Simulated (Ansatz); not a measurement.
ZnSe under load (space group I-4m2), r2SCAN with spin-orbit coupling, rigid bands (Ansatz, a program for electronic structure). Condition of this run: uniaxial stress along [001] of -0.8 GPa (compression positive) (the target of the relaxation). Band gap 1.77 eV, N_c = 1.23e18 cm⁻³ and N_v = 1.25e19 cm⁻³ at 300 K, conductivity masses along y (a = (0.00, 2.80, 2.86) Å; b = (2.80, 0.00, 2.86) Å; c = (2.80, 2.80, 0.00) Å) of 0.135 mₑ (electrons) and 0.622 mₑ (holes). Take k_BT = 0.02585 eV.

A film of it is 5 nm thick, with its normal along the direction named. Estimate the confinement energies in an infinite well.

ħ²π²/(2m t²) = 0.376 eV·nm²/(m/mₑ × t²) gives 111 meV for electrons and 24.2 meV for holes, so the gap would widen to about 1.91 eV. Finite barriers and nonparabolic bands lower this, and with several valleys or bands the heaviest mass along the normal sets the lowest level, not this average.

What thermal injection velocity √(2k_BT/πm) limits a ballistic channel along the direction named?

1.46e7 cm/s for electrons and 6.82e6 cm/s for holes, a ratio of √(m_h/m_e) = 2.15, for dilute carriers.

Find the intrinsic carrier density and the intrinsic Fermi level.

n_i = √(N_c N_v) exp(−E_g/2k_BT) = 3.92e18 × exp(−34.23) = 5.3e3 cm⁻³. The level lies (k_BT/2) ln(N_v/N_c) = 30 meV from mid-gap (positive towards the conduction band). Each 0.1 eV added to the gap lowers n_i by a factor of 6.9.

Rigid bands with the computed gap; masses take one relaxation time for all states. Geometry: cell and atoms relaxed with PBEsol.
